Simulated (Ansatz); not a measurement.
Worked example: self-consistent single point of CaSe (Fm-3m, 2 atoms in the cell) in Ansatz (an electronic-structure program).

Method: PBE (plane waves, PAW; Ansatz).

```yaml
crystal:
  lattice:
    - [0.00000, 2.97480, 2.97480]
    - [2.97480, 0.00000, 2.97480]
    - [2.97480, 2.97480, 0.00000]
  atoms:
    - { symbol: Ca, position: [0.00000, 0.00000, 0.00000] }
    - { symbol: Se, position: [0.50000, 0.50000, 0.50000] }
```

Reference input (self-consistent single point, DFT, PBE, plane waves, default PAW files): basis.ecutwfc = 30.9 Ry; kpoints.mp_grid.grid = 7 7 7; hamiltonian.xc = pbe; hamiltonian.pseudopotentials = {kind: paw} (the program's default PAW files); scf.occupations.method = fermi_dirac; scf.occupations.width = 0.0037 Ry. This run's input differs from it in these lines:

Ansatz 0.2 input:
```diff
@@ -11,3 +11,3 @@
 kpoints:
-  mp_grid: { grid: [7, 7, 7] }
+  mp_grid: { grid: [12, 12, 12] }
 hamiltonian:
```

Output (repeated stretches shortened):

```
SCF iter   1: F=—  HF=-7290.003027 eV  |F-HF|=—  |Δ(HF+E_count)|=         —  Δρ=5.72e-4  dr2=1.93e-4  ethr=1.77e-3  ⟨swp⟩=6.9  Hψ=7110  notcnv=0
all-band conjugate gradients solve this SCF's bands
preconditioner: auto → none
SCF iter   2: F=—  HF=-7290.002945 eV  |F-HF|=—  |Δ(HF+E_count)|=   8.18e-5  Δρ=2.84e-4  dr2=7.43e-5  ethr=7.41e-7  ⟨swp⟩=2.0  Hψ=2724  notcnv=0
   [... lines left out ...]
SCF iter   5: F=-7290.002960 eV  HF=-7290.002960 eV  |F-HF|=2.19e-8  |Δ(HF+E_count)|=   1.40e-6  Δρ=5.84e-6  dr2=3.59e-8  ethr=7.68e-9  ⟨swp⟩=2.4  Hψ=1908  notcnv=0
SCF iter   6: F=-7290.002960 eV  HF=-7290.002960 eV  |F-HF|=2.56e-10  |Δ(HF+E_count)|=   9.88e-9  Δρ=1.08e-6  dr2=7.48e-10  ethr=1.38e-10  ⟨swp⟩=2.0  Hψ=3997  notcnv=0
the search or the solves at the SCF's close seem to have found levels that the self-consistency loop had missed (the run counts 1) …
SCF 1 converged in 6 iterations: F = -7290.002960 eV  dr2 = 7.48e-10
Free energy (F): -7290.002960 eV
Internal energy: -7290.002960 eV  (E = F + TS)
E sigma→0 (E₀):  -7290.002960 eV
Fermi energy:    7.923299 eV
--- Forces (eV/Å), atoms counted from 1 ---
  atom   1  Ca    -0.00000000     0.00000000    -0.00000000
  atom   2  Se     0.00000000    -0.00000000     0.00000000
--- Stress (GPa, compression-positive) ---
        0.206515      -0.000000       0.000000
       -0.000000       0.206515      -0.000000
        0.000000       0.000000       0.206515
  P = ⅓ Tr σ = 0.2065 GPa (2.065 kbar)
  The stress holds the Pulay correction. Without it, at fixed plane waves, as pw.x and ABINIT print it: P = 0.1998 GPa
```

The run converged in 6 iterations. Against the reference run the free energy is nearly the same (within 1 meV/atom), the pressure stays at 0.21 GPa and the gap on the mesh goes from 2.134 to 2.074 eV.

The starting cell has typed, rounded lattice constants, without a prior relaxation at this level. Its lattice was rescaled by up to half a per cent. Ansatz's pressure includes its estimate of the finite-basis (Pulay) stress.
